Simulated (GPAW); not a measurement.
Worked example: self-consistent single point of IrRu₃ (P6_3/mmc, 8 atoms in the cell) in GPAW.

Method: PBEsol, GPAW PAW datasets PBEsol (made by gpaw-setup) (plane waves; GPAW).

The change in words: lattice scaled by 0.98. Reference geometry:
```xyz
8
Lattice="5.3042 0.0000 0.0000 -2.6521 4.5935 0.0000 0.0000 0.0000 4.2124" Properties=species:S:1:pos:R:3 pbc="T T T"
Ru     0.0000     1.5233     1.0531
Ru     2.6521     3.0702     3.1593
Ru     3.9849     0.7617     3.1593
Ru    -1.3329     3.8319     1.0531
Ru     1.3329     3.8319     1.0531
Ru     1.3192     0.7617     3.1593
Ir     0.0000     3.0624     3.1593
Ir     2.6521     1.5312     1.0531
```

Reference input (self-consistent single point, DFT PBEsol, plane waves, GPAW PAW datasets PBEsol (made by gpaw-setup)): mode = pw; ecut = 600 eV; xc = PBEsol; kpts = 5 5 5; mesh shift (steps) = 0 0 0; occupations.name = methfessel-paxton; occupations.width = 0.272 eV; occupations.order = 0; nbands = -14; convergence.forces = 0.001 eV/Å; symmetry.symmorphic = false; symmetry.tolerance = 0.0005. This run's input differs from it in these lines:

```diff
@@ -5,5 +5,5 @@
 atoms = Atoms(['Ru', 'Ru', 'Ru', 'Ru', 'Ru', 'Ru', 'Ir', 'Ir'],
-              cell=[[5.304174, 0.000000, 0.000000],
-                    [-2.652087, 4.593549, 0.000000],
-                    [0.000000, 0.000000, 4.212353]],
+              cell=[[5.198091, 0.000000, 0.000000],
+                    [-2.599045, 4.501678, 0.000000],
+                    [0.000000, 0.000000, 4.128106]],
               scaled_positions=[[0.165810, 0.331620, 0.250000],
```

Log, with long lists cut:

```
     iter     time        total  log10-change:
                         energy   eigst   dens  force
iter:   1 --:--:--   -87.920368
iter:   2 --:--:--   -86.475100   -1.12  -1.34
iter:   3 --:--:--   -83.449219   -1.23  -1.37
iter:   4 --:--:--   -83.116244   -1.99  -1.55
iter:   5 --:--:--   -82.173066   -1.19  -1.61
iter:   6 --:--:--   -82.017190   -2.67  -2.09
iter:   7 --:--:--   -81.990868   -2.42  -2.33
iter:   8 --:--:--   -82.076479   -2.27  -2.66
iter:   9 --:--:--   -81.976210   -2.77  -2.29
iter:  10 --:--:--   -81.975544   -3.67  -3.05
iter:  11 --:--:--   -81.975692c  -5.08  -3.43
iter:  12 --:--:--   -81.984932c  -3.50  -3.40
   [... lines left out ...]
   [... 2 lines left out ...]
iter:  18 --:--:--   -81.975272c  -4.74  -3.49
iter:  19 --:--:--   -81.975215c  -5.41  -3.64
iter:  20 --:--:--   -81.975213c  -6.35  -3.80
iter:  21 --:--:--   -81.975227c  -6.09  -3.89
iter:  22 --:--:--   -81.975231c  -7.05  -4.02c
iter:  23 --:--:--   -81.975237c  -6.83  -4.04c
iter:  24 --:--:--   -81.975237c  -6.80  -4.11c
iter:  25 --:--:--   -81.975233c  -7.83c -4.22c
iter:  26 --:--:--   -81.975216c  -6.23  -4.24c
iter:  27 --:--:--   -81.975215c  -7.17  -4.50c
iter:  28 --:--:--   -81.975214c  -8.00c -5.14c -2.01
iter:  29 --:--:--   -81.975213c  -8.55c -5.21c -4.11c
Converged after 29 iterations.

Dipole moment: (0.000000, -0.000000, -0.000000) |e|*Ang

Energy contributions relative to reference atoms: (reference = -1707787.996117)

Kinetic:       +113.996064
Potential:     -112.646956
External:        +0.000000
XC:             -80.826191
Entropy (-ST):   -0.210325
Local:           -2.392969
SIC:             +0.000000
--------------------------
Free energy:    -82.080376
Extrapolated:   -81.975213

Showing only first 2 kpts
 Kpt  Band  Eigenvalues  Occupancy
  0    61     17.50306    0.00000
  0    62     17.50308    0.00000
  0    63     17.88461    0.00000
  0    64     17.88463    0.00000

  1    61     17.37140    0.00000
  1    62     17.37141    0.00000
  1    63     17.51864    0.00000
  1    64     17.51865    0.00000

Fermi level: 16.37765

No gap
   [... lines left out ...]
  2 Ru    0.03930   -0.02269    0.00000
  3 Ru   -0.03930    0.02269   -0.00000
  4 Ru    0.03930    0.02269   -0.00000
  5 Ru   -0.03930   -0.02269    0.00000
  6 Ir    0.00000    0.00000   -0.00000
  7 Ir   -0.00000    0.00000    0.00000

Stress tensor:
    -0.316244     0.000000     0.000000
     0.000000    -0.316244     0.000000
     0.000000     0.000000    -0.306551
Stress (GPa, Voigt): [-50.6679 -50.6679 -49.1148   0.       0.       0.    ]
```

The run converged in 29 iterations. GPAW prints stress with tension positive. Against the reference run the free energy goes up by 161 meV/atom, the pressure goes from 19.20 to 50.15 GPa and the largest force goes from 0.022 to 0.045 eV/Å.

The starting cell comes from a database of computed structures (which also holds hypothetical and non-ambient phases and stackings), without a prior relaxation at this level. Its lattice was rescaled by a random factor within 2.5 % of one. For this run, on top of that: lattice scaled by 0.98. Spin polarisation is off. With a pressure of about 50 GPa the cell is away from its equilibrium volume at this level.

Cost on one core of a shared machine: roughly 5 min.
